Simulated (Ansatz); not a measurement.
Start from Se (space group P3_121, No. 152; a = 4.529 Å, c = 5.042 Å; made of chains).

(Cell as relaxed with PBE.)

Levels (all Ansatz, an electronic-structure program, PAW, earlier PAW set): PBE (420 eV, without spin-orbit coupling); r2SCAN (500 eV, without spin-orbit coupling).

Each level relaxes its own structure.

```json
[
 {"base": "volume per atom", "PBE": "29.86 Å³", "r2SCAN": "29.25 Å³"},
 {"base": "lattice parameter a", "PBE": "4.529 Å", "r2SCAN": "4.507 Å"},
 {"base": "band gap", "PBE": "1.04 eV", "r2SCAN": "1.33 eV"}
]
```

The change: cell and atoms relaxed at a pressure of 5 GPa.

```csv
quantity,PBE,r2SCAN
gap character,"indirect, L–H (83 % along) → H",___
shift of the gap caused by the change,-0.77 eV,___
lattice parameter a,3.916 Å,___
```

**Question.** Predict the r2SCAN column.

**Answer.** 
- gap character, r2SCAN: indirect, L–H (83 % along) → H
- shift of the gap caused by the change, r2SCAN: -0.73 eV
- lattice parameter a, r2SCAN: 3.971 Å

PBE's shift of the gap caused by the change lies 0.04 eV below r2SCAN's; PBE's lattice parameter a lies 0.055 Å below r2SCAN's (1.4 %); the two agree on the gap character. Neither level is exact; r2SCAN is the comparison here, not a measurement.

Load acts through the strain it causes; cell and atoms are relaxed under it. No phonon test of stability was made. Competing high-pressure phases were not computed. No dispersion term is included, though the crystal is made of layers, chains or molecules, so its spacings can come out too wide. A zero or small gap of Se under pressure 5 GPa can be the functional's error rather than a property of the material.
